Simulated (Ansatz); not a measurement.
The starting structures come from a database of crystals and need not be the phases stable at ambient conditions.

By PBEsol, the system below comes out a metal.

Crystal: NbGa$_{3}$ (I4/mmm, not sure to be the ambient phase, 4 atoms a cell, 15.7 Å³ an atom, -2 GPa at this level); planes in its conventional cell.

Method: PBEsol (plane waves, PAW; Ansatz, a program for electronic structure).

G/A = (e²/h) × open channels of both spins per area, as a mean over 0.1 eV about the Fermi level, without spin-orbit coupling, for the cells as given.

| plane | area (Å²) | G/A (10¹⁵ S/m²) |
|---|---|---|
| (100) | 33.1 | 0.15 |
| (001) | 14.4 | ? |

Q: Some entries are withheld; supply them.

A: 
- (001), G/A (10¹⁵ S/m²): 0.17
